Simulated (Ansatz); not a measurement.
Start from Ru in the hcp (Mg type) structure (space group P6_3/mmc, No. 194; a = 2.705 Å, c = 4.260 Å). Axes: x lies along a and z along c of the hexagonal cell.

All numbers come from Ansatz (an electronic-structure program), r2SCAN, PAW, cutoff 500 eV, spin-orbit coupling left out.

For the base:

```
Property           Result
---------------  --------
Pressure          0.0 GPa
Volume per atom  13.49 Å³
```

Modification: compressive biaxial strain of 4.59 % in the plane normal to [001], as in epitaxy on a mismatched substrate; the out-of-plane cell vector and the atoms relax.

### Question
Estimate the effect on the pressure.

### Answer
The pressure (mean of the normal stresses, compression positive) goes from zero to 28.3 GPa.

### Question
How does this affect the volume per atom?

### Answer
The volume per atom decreases by 0.89 Å³ to 12.60 Å³.

Without a gap, meshes like the base's 20×20×11 leave anisotropic stresses uncertain by several tenths of a GPa, and small strain energies with them. Stability against distortions was not tested. All final runs are without spin polarisation.
